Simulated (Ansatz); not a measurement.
Consider the following.

End structure of CF2 on the (100) surface of germanium (p(2x2) alternately buckled dimers; a constructed slab, bottom: dihydride, held), one in a cell of 66 Å², started at the site 'hollow Ge-Ge-Ge over Ge at depth 3.0 Å':

```yaml
crystal:
  lattice:
    - [8.14587, 0.00000, 0.00000]
    - [0.00000, 8.14587, 0.00000]
    - [0.00000, 0.00000, 30.50000]
  atoms:
    - { symbol: Ge, position: [0.25000, 0.00000, 0.34812] }
    - { symbol: Ge, position: [0.75000, 0.00000, 0.34812] }
    - { symbol: Ge, position: [0.25000, 0.50000, 0.34812] }
    - { symbol: Ge, position: [0.75000, 0.50000, 0.34812] }
    - { symbol: Ge, position: [0.25000, 0.25000, 0.39534] }
    - { symbol: Ge, position: [0.75000, 0.25000, 0.39534] }
    - { symbol: Ge, position: [0.25000, 0.75000, 0.39534] }
    - { symbol: Ge, position: [0.75000, 0.75000, 0.39534] }
    - { symbol: Ge, position: [0.99798, 0.25025, 0.44210] }
    - { symbol: Ge, position: [0.50202, 0.24975, 0.44210] }
    - { symbol: Ge, position: [0.99798, 0.74975, 0.44210] }
    - { symbol: Ge, position: [0.50202, 0.75025, 0.44210] }
    - { symbol: Ge, position: [0.99146, 0.00000, 0.48903] }
    - { symbol: Ge, position: [0.50156, 0.00000, 0.48925] }
    - { symbol: Ge, position: [0.99844, 0.50000, 0.48925] }
    - { symbol: Ge, position: [0.50854, 0.50000, 0.48903] }
    - { symbol: Ge, position: [0.24581, 0.99989, 0.53411] }
    - { symbol: Ge, position: [0.74720, 0.00003, 0.53952] }
    - { symbol: Ge, position: [0.25381, 0.49993, 0.53245] }
    - { symbol: Ge, position: [0.75388, 0.49998, 0.53857] }
    - { symbol: Ge, position: [0.25521, 0.25386, 0.57905] }
    - { symbol: Ge, position: [0.74637, 0.25265, 0.58737] }
    - { symbol: Ge, position: [0.25512, 0.74594, 0.57910] }
    - { symbol: Ge, position: [0.74634, 0.74738, 0.58736] }
    - { symbol: Ge, position: [0.01080, 0.25396, 0.63065] }
    - { symbol: Ge, position: [0.48771, 0.26995, 0.63243] }
    - { symbol: Ge, position: [0.01060, 0.74646, 0.63072] }
    - { symbol: Ge, position: [0.48771, 0.73006, 0.63245] }
    - { symbol: Ge, position: [0.11138, 0.00022, 0.66534] }
    - { symbol: Ge, position: [0.42221, 0.00003, 0.66561] }
    - { symbol: Ge, position: [0.14094, 0.50024, 0.66166] }
    - { symbol: Ge, position: [0.44015, 0.49998, 0.68795] }
    - { symbol: H, position: [0.39806, 0.00000, 0.31517] }
    - { symbol: H, position: [0.10194, 0.00000, 0.31517] }
    - { symbol: H, position: [0.89806, 0.00000, 0.31517] }
    - { symbol: H, position: [0.60194, 0.00000, 0.31517] }
    - { symbol: H, position: [0.39806, 0.50000, 0.31517] }
    - { symbol: H, position: [0.10194, 0.50000, 0.31517] }
    - { symbol: H, position: [0.89806, 0.50000, 0.31517] }
    - { symbol: H, position: [0.60194, 0.50000, 0.31517] }
    - { symbol: C, position: [0.26301, 0.00002, 0.71956] }
    - { symbol: F, position: [0.26299, 0.13506, 0.74581] }
    - { symbol: F, position: [0.26278, 0.86481, 0.74575] }
```

Slab: 43 atoms, 11.3 Å thick at the start with caps and adatoms under the adsorbate (thin: gaps and levels are the slab's own); k 3x3x1, smearing 0.01 eV, dipole-corrected; 24 atoms held, the rest relaxed; no symmetry held; no spin, no spin-orbit, no U, no dispersion correction. At the end it is bonded to 2 Ge. In PBE it is, or lies within 0.03 eV of, the lowest of the starts that converged.

A negative adsorption energy means that the adsorbate is more stable on the surface than in its reference.

Question: What is the computed adsorption energy against CF4(g) − F2(g) (PBE in Ansatz, a first-principles code)?

Answer: 6.01 eV

Question: Predict the change of the step from the bottom to the top vacuum level, against the clean slab from PBE.

Answer: 0.54 eV
